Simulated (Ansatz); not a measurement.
CsSnBr3 under load (space group Pm-3m), PBEsol with spin-orbit coupling, rigid bands in Ansatz (a first-principles code). Condition of this run: hydrostatic pressure -2 GPa (the target of the relaxation). Band gap 0.44 eV, N_c = 1.27e18 cm⁻³ and N_v = 6.39e17 cm⁻³ at 300 K, conductivity masses of 0.161 mₑ (electrons) and 0.0952 mₑ (holes). Take k_BT = 0.02585 eV.

### Question
Find the intrinsic carrier density and the intrinsic Fermi level.

### Answer
n_i = √(N_c N_v) exp(−E_g/2k_BT) = 9.01e17 × exp(−8.51) = 1.8e14 cm⁻³. The level lies (k_BT/2) ln(N_v/N_c) = -9 meV from mid-gap (positive towards the conduction band). Each 0.1 eV added to the gap lowers n_i by a factor of 6.9.

### Question
What thermal injection velocity √(2k_BT/πm) limits a ballistic channel?

### Answer
1.34e7 cm/s for electrons and 1.74e7 cm/s for holes, a ratio of √(m_h/m_e) = 0.769, for dilute carriers.

Rigid bands with the computed gap; masses take one relaxation time for all states.

CsSnBr3 under load (space group Pm-3m): a high-temperature phase held by its symmetry.
